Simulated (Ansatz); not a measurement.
Functionals compared on a constructed model of the (0001) surface of hcp Zr, a pseudomorphic layer of V in the host's stacking (bottom of the slab: a bare face, its two planes held), in Ansatz (plane waves, PAW). The structure was relaxed with PBE; the other rows are single points on it. Cutoff 420 eV.

Slab: 7 atoms, 15.8 Å thick at the start; k 13x13x1, smearing 0.1 eV, dipole-corrected; 2 atoms held, the rest relaxed; symmetry of the start imposed; spin-polarised, ending with about 2.3 μB a cell; orders that need a larger cell were not tried, no spin-orbit, no U. It is one candidate, not shown to be the stable structure of the face. These notes are the PBE run's.

| functional | work function of the top face (eV) | magnetic moment of the cell (μB) | rough cost of the single point |
|---|---|---|---|
| PBE | 3.53 | 2.29 | – |
| RPBE | 3.37 | 2.13 | about 5 core-minutes (a rough figure) |

Ansatz is a first-principles code.
